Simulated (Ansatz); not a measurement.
SiC3 (model structure, P-4m2, No. 115, 4 atoms in the cell): band gap by level of theory

No measured value is used here.

**Question.** Put these levels in order of the band gap that they give for SiC3 (model structure, P-4m2, No. 115, 4 atoms in the cell), smallest first: G0W0@PBEsol (Ansatz, an electronic-structure program), HSE06 (Ansatz), LDA (Ansatz), PBE0 (Ansatz), r²SCAN (Ansatz).

**Answer.** LDA (1.23 eV), r²SCAN (1.54 eV), HSE06 (2.23 eV), G0W0@PBEsol (2.40 eV), PBE0 (2.96 eV)

Computed values are for a static lattice.  Values are at the PBEsol cell. Cutoffs and k meshes differ between the levels. Ansatz's density-functional and Hartree–Fock values are scalar-relativistic unless marked +SOC, with PAW data made under PBE.

A model structure was made by putting elements into a prototype or built by hand; it is no filed structure, need not be a known phase, and can be a saddle point held by its symmetry.
